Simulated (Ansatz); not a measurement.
Base system: Mo in the bcc (W type) structure (space group Im-3m, No. 229; a = 3.1115 Å; relaxed with 0.1 eV smearing). Axes: x, y, z lie along the cube axes.

Level of theory: plane-wave PAW DFT at the LDA level (Ansatz, a program for electronic structure, 420 eV), no spin-orbit coupling.

Before the change:

Pressure: 0.0 GPa

Perturbation: biaxial strain +3.00 %, plane normal [001], relaxed out of plane (Cartesian); in-plane vectors clamped, the third vector and the atoms free.

What happens to the ratio −ε⊥/ε∥?

The ratio −ε⊥/ε∥ is 0.67.

Estimate the effect on the pressure.

The pressure (mean of the normal stresses, compression positive) goes from zero to -10.1 GPa.

What happens to the energy relative to the base?

The energy goes up by 45 meV/atom.

Stability against distortions was not tested. All final runs are without spin polarisation.
